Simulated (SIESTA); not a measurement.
Input and output of a self-consistent single point for Nb (Im-3m, 1 atom in the cell) (SIESTA).

Method of the run: GGA PBE, numerical atomic orbitals DZP, PseudoDojo PBE standard norm-conserving potentials (rewritten from UPF to PSML) in SIESTA.

```xyz
1
Lattice="-1.6583 1.6583 1.6583 1.6583 -1.6583 1.6583 1.6583 1.6583 -1.6583" Properties=species:S:1:pos:R:3 pbc="T T T"
Nb     0.0000     0.0000     0.0000
```

Reference input (self-consistent single point, DFT, GGA PBE, numerical atomic orbitals DZP, PseudoDojo PBE standard norm-conserving potentials (rewritten from UPF to PSML)): XC.functional = GGA; XC.authors = PBE; potentials = PseudoDojo PBE standard; PAO.BasisSize = DZP; PAO.EnergyShift = 0.01 Ry; MeshCutoff = 350 Ry; kgrid.MonkhorstPack = 8 8 8; OccupationFunction = FD; ElectronicTemperature = 100 meV; MaxSCFIterations = 150; SCF.Mixer.Method = Pulay; SCF.Mixer.Weight = 0.25. This run's input differs from it in these lines:

```diff
@@ -37,3 +37,6 @@
 SCF.Mixer.History            6
-SCF.DM.Tolerance             1.0E-05
+SCF.DM.Converge              false
+SCF.H.Converge               false
+SCF.FreeE.Converge           true
+SCF.FreeE.Tolerance          1.0E-12 eV
 Diag.ParallelOverK           true
```

Log, with long lists cut:

```
        iscf     Eharris(eV)        E_KS(eV)     FreeEng(eV)     dDmax    Ef(eV) dHmax(eV)
   scf:    1    -1688.557914    -1693.316097    -1693.347104  0.535288 -3.138258  5.640952
   scf:    2    -1694.370892    -1693.871540    -1693.905686  0.172828 -3.571289  3.358487
   scf:    3    -1694.329549    -1694.164958    -1694.210038  0.205465 -4.233160  0.055087
   scf:    4    -1694.166135    -1694.165705    -1694.210196  0.011009 -4.228770  0.082484
   scf:    5    -1694.165481    -1694.165619    -1694.210330  0.003377 -4.254473  0.001444
   [... 141 lines left out ...]
   scf:  147    -1694.165616    -1694.165616    -1694.210330  0.000000 -4.254937  0.000000
   scf:  148    -1694.165616    -1694.165616    -1694.210330  0.000000 -4.254937  0.000000
   scf:  149    -1694.165616    -1694.165616    -1694.210330  0.000000 -4.254937  0.000000
   scf:  150    -1694.165616    -1694.165616    -1694.210330  0.000000 -4.254937  0.000000
SCF_NOT_CONV: SCF did not converge in maximum number of steps (required).
SCF_NOT_CONV: SCF did not converge in maximum number of steps (required).
Geom step, scf iteration, dDmax, dHmax:    0   150      0.000000     0.000000
Geom step, scf iteration, dDmax, dHmax:    0   150      0.000000     0.000000

ABNORMAL_TERMINATION
ABNORMAL_TERMINATION
Stopping Program from Node:    0
Stopping Program from Node:    0
```

The run ended unconverged after 150 iterations. 

The starting cell has typed, rounded lattice constants, without a prior relaxation at this level. Its lattice was rescaled by up to half a per cent. Values carry the incompleteness of an atom-centred basis.

Cost on one core of a shared machine: roughly 3 min.
